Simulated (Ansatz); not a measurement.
Base system: PbF$_{2}$ in the fluorite structure (space group Fm-3m, No. 225; a = 5.921 Å).

Level of theory: r2SCAN in Ansatz (plane waves to 500 eV, PAW, without spin-orbit coupling).

One change was made to it. Results:

| quantity | base | after |
|---|---|---|
| smallest direct gap | 5.07 eV | 4.97 eV |
| volume per atom | 17.30 Å³ | 14.75 Å³ |
| valley order (the lowest conduction-band minima on the path, energy above the VBM, named in the base's zone) | X along ⟨100⟩ 4.93 eV; L along ⟨111⟩ 5.37 eV; a point along ⟨110⟩, about 0.6 Å⁻¹ from Γ 5.77 eV | a point along ⟨100⟩, about 0.8 Å⁻¹ from Γ 4.76 eV; L along ⟨111⟩ 5.14 eV; a point along ⟨110⟩, about 0.6 Å⁻¹ from Γ 5.57 eV |

Question: What was done to the base?
(A) pressure 45 GPa
(B) pressure −2 GPa
(C) pressure 4.2 GPa
(D) pressure 18 GPa

Answer: D, pressure 18 GPa. For comparison, the valley order in the other runs: pressure −2 GPa gives X along ⟨100⟩ 4.94 eV; L along ⟨111⟩ 5.39 eV; a point along ⟨110⟩, about 0.6 Å⁻¹ from Γ 5.78 eV; pressure 45 GPa gives a point along ⟨100⟩, about 0.8 Å⁻¹ from Γ 4.41 eV; L along ⟨111⟩ 4.76 eV; a point along ⟨110⟩, about 0.6 Å⁻¹ from Γ 5.22 eV; pressure 4.2 GPa gives a point along ⟨100⟩, about 1.0 Å⁻¹ from Γ 4.90 eV; L along ⟨111⟩ 5.33 eV; a point along ⟨110⟩, about 0.6 Å⁻¹ from Γ 5.74 eV.

Spin-orbit coupling, missing from the scalar runs, can matter with Pb. Load acts through the strain it causes; cell and atoms are relaxed under it. Stability against distortions was not tested. Competing high-pressure phases were not computed.

Ansatz is a quantum-chemistry and plane-wave program.
